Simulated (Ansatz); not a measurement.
Results of PBE-D3(BJ) (PAW; Ansatz, an electronic-structure program) for AlB2-type ZrB2.

Run with plane-wave cutoff 520 eV, 24×24×16 k mesh (along the axes of the cell as run), Fermi–Dirac smearing 0.05 eV, scalar-relativistic PAW data made under PBE.

The cell is scaled about its equilibrium volume:

Shape and atoms are relaxed at each volume.

```tsv
V (Å³/atom)	P (GPa)	c (Å)	a (Å)
9.617	11.06	3.456	3.105
9.818	5.25	3.483	3.125
10.018	0.00	3.509	3.145
10.218	-4.76	3.535	3.164
10.419	-9.07	3.561	3.183
```

Note: the bulk modulus comes from volumes at which shape and atoms were relaxed.
